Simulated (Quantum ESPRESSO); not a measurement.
Quantum ESPRESSO 7.5, DFT, PBE, plane waves, PseudoDojo 0.5 standard norm-conserving PBE (local tails restored to the Coulomb form): fcc Cu, 1 atom. Basis and mesh were picked for this test and aren't claimed converged.

```yaml
cell: 2.56, 2.56, 2.56 Å; 60, 60, 60°
task: scf
k mesh: 16×16×16
ecutwfc: 92 Ry
ecutrho: 368 Ry
occupations: smearing
smearing: mv
degauss: 0.02 Ry
conv_thr: 1e-09 Ry
tprnfor: true
tstress: false
diagonalization: david (default)
mixing_mode: plain (default)
mixing_beta: 0.7 (default)
mixing_ndim: 8 (default)
k-points computed: 145
bands: 14
electrons: 19
G-vectors of the density: 9505
FFT grid: 30×30×30
symmetry_operations: 48
```

It runs on a single node (Intel Xeon 6 (Granite Rapids), 96 cores on 1 socket, 2 hardware threads a core, 3 L3 cache groups, 3 NUMA nodes).

Each set of copies ran two to five times on the otherwise empty node; times are medians from launch to the last exit. Unless noted, each process is bound to its own block of adjacent cores. Build: conda-forge: Open MPI 5.0, OpenMP, OpenBLAS 0.3.34 (pthreads), FFTW, ScaLAPACK, ELPA. Other compilers and libraries give other times. Scratch files lie in a memory file system.

Ways to fill 96 cores (the node offers 1512 GiB):
- 2 copies of 48 ranks, -nk 24
- 48 copies of 2 ranks, -nk 2
- 8 copies of 12 ranks, -nk 12
- 12 copies of 8 ranks, -nk 8
- 6 copies of 16 ranks, -nk 16
- 96 ranks, -nk 32
- 4 copies of 24 ranks, -nk 24
- 12 copies of 8 ranks, unpinned, -nk 8
- 24 copies of 8 ranks, on both hardware threads of half as many cores, -nk 8
- 24 copies of 4 ranks, -nk 4

Task: For throughput over a long queue of such jobs, how should the node be filled?

Result: 48 copies of 2 ranks, -nk 2: 17000 jobs an hour. At the low end 96 ranks, -nk 32 gives 2700. The best is the narrowest job tried, and narrower ones have no timing here. One job is done soonest with 96 ranks, -nk 32 (1.3 s against 10 s). Alone on the node, 8 ranks takes 3.0 s; beside 11 other copies 3.4 s.

```tsv
way	time till all copies end	jobs an hour	memory in all, scratch files included
48 copies of 2 ranks, -nk 2	10 s	17000	5.9 GiB
24 copies of 4 ranks, -nk 4	5.6 s	16000	3.8 GiB
24 copies of 8 ranks, on both hardware threads of half as many cores, -nk 8	5.7 s	15000	5.4 GiB
12 copies of 8 ranks, -nk 8	3.4 s	13000	2.7 GiB
8 copies of 12 ranks, -nk 12	2.6 s	11000	2.4 GiB
12 copies of 8 ranks, unpinned, -nk 8	4.2 s	10000	2.7 GiB
6 copies of 16 ranks, -nk 16	2.2 s	9600	2.2 GiB
4 copies of 24 ranks, -nk 24	1.9 s	7500	2.1 GiB
2 copies of 48 ranks, -nk 24	1.4 s	5000	1.6 GiB
96 ranks, -nk 32	1.3 s	2700	1.5 GiB
```
